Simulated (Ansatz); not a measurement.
The starting structures come from a database of crystals and need not be the phases stable at ambient conditions.

Inside the gap of an insulator the Bloch states are evanescent, with a wavenumber k + iκ along the transport direction.

Consider the following.

```yaml
crystal:
  lattice:
    - [5.44022, 0.00000, 0.00000]
    - [0.00000, 11.93985, 0.00000]
    - [2.72011, 5.96992, 2.72011]
  atoms:
    - { symbol: Sr, position: [0.50000, 0.75000, 0.00000] }
    - { symbol: Sr, position: [0.00000, 0.00000, 0.00000] }
    - { symbol: W, position: [0.50000, 0.25000, 0.00000] }
    - { symbol: W, position: [0.00000, 0.50000, 0.00000] }
    - { symbol: O, position: [0.90661, 0.18143, 0.47112] }
    - { symbol: O, position: [0.12227, 0.02482, 0.28434] }
    - { symbol: O, position: [0.09339, 0.65255, 0.52888] }
    - { symbol: O, position: [0.87773, 0.30916, 0.71566] }
    - { symbol: O, position: [0.59339, 0.56857, 0.52888] }
    - { symbol: O, position: [0.37773, 0.72518, 0.71566] }
    - { symbol: O, position: [0.40661, 0.09745, 0.47112] }
    - { symbol: O, position: [0.62227, 0.44084, 0.28434] }
```

Space group of this cell: I4_1/a. The cell is taken as given; by r2SCAN its mean pressure is -2.0 GPa.

Transport runs along the normal of the first two printed cell vectors, the (100) plane of the conventional cell.

No gap correction and no spin-orbit coupling; mid-gap values are interpolated between computed energies.

### Question
State the band gap and the smallest decay constant κ at mid-gap according to r2SCAN in Ansatz (an electronic-structure program).

### Answer
Gap 4.86 eV on a 12×12×12 mesh; κ = 0.528 1/Å, at the zone centre.
